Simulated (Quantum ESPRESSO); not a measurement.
# Equation of state of fcc Ir (space group 225): energy against volume (Quantum ESPRESSO, LDA)

```
CELL_PARAMETERS angstrom
      0.00000     1.84533     1.84533
      1.84533     0.00000     1.84533
      1.84533     1.84533     0.00000
ATOMIC_POSITIONS crystal
  Ir 0.00000 0.00000 0.00000
```

Method of the run: LDA (PZ), GBRV 1.5 ultrasoft (LDA) pseudopotentials (plane waves; Quantum ESPRESSO 7.5). Settings: ecutwfc = 52 Ry; ecutrho = 416 Ry; occupations = smearing; smearing = fermi-dirac; degauss = 0.0036749 Ry; potentials = {Ir: ir_lda_v1.2.uspp.F.UPF}; K_POINTS = automatic 27 27 27 0 0 0; conv_thr = 1e-10 Ry. The cell above is the first row's. The rows scale it uniformly. In all rows the k mesh is held. E is the free energy at the stated smearing, counted from the lowest row.

```csv
V (Å^3/atom),E (meV/atom)
12.567,?
12.841,108.57
13.114,55.28
13.387,20.79
13.660,2.96
13.934,0.00
14.207,10.15
14.480,31.95
14.753,64.13
```

Fit E of the 8 rows that show it with the third-order Birch-Murnaghan form, a cubic in V^(-2/3). With u = V^(-2/3) - 0.174, the rows have u = 0.008362, 0.005822, 0.003369, 0.000998, -0.001304, -0.003523, -0.005673, -0.007756. Least squares gives E = -0.033 + 1699.85·u + 1316589·u² + 3985241·u³. Residuals (row less fit): -0.001, 0.003, 0.000, -0.019, 0.020, 0.005, -0.018, 0.006; standard error 0.017 (degrees of freedom: 4). Its minimum lies at u = -0.000647, so V0 = (0.173353)^(-3/2) = 13.85. There d²E/du² = 2618000 and d³E/du³ = 2.391e7, so B0 = (4/9) × 13.85^(-7/3) × 2618000 × 0.160218 = 404 GPa (the last factor turns the table's units into GPa), and B0' = 4 + (2/3) × 0.173353 × (2.391e7)/2618000 = 5.1. The program's pressures in the fitted runs (not shown) pass through zero at V = 13.83, 0.19 % from this V0.

**Question.** Estimate the missing E (V = 12.567); what did the run itself give?

**Answer.** u = 0.011003, so E = -0.033 + 1699.85 × 0.011003 + 1316589 × 0.011003² + 3985241 × 0.011003³ = 183.373 meV/atom. The calculation gives 183.00 meV/atom, 0.373 meV/atom below the prediction (0.2 % of the range of E in the table). The row lies outside the fitted rows, so this is an extrapolation. From the scatter of the fitted rows alone, a prediction at this place has a standard error of 0.050 meV/atom, so the miss is 7.5 times that.

Carrying the step between the two nearest rows on in a straight line would have given 162.06, off by 20.94; series whose last step already gives the withheld value aren't shown. The scan was laid around a cell of about the measured size, scaled by a guess for this functional. Spin polarisation is off. Spin-orbit coupling is off. Cutoffs and mesh are single choices, not tested for convergence of this quantity. Series with a scatter that would blur these digits, or in which a gap closes, are not shown. Nor are scans whose minimum lies at an end fitted in this form.

Terms beyond the fitted order, or numerical noise in single rows, can give a miss of this size; the table doesn't tell which.
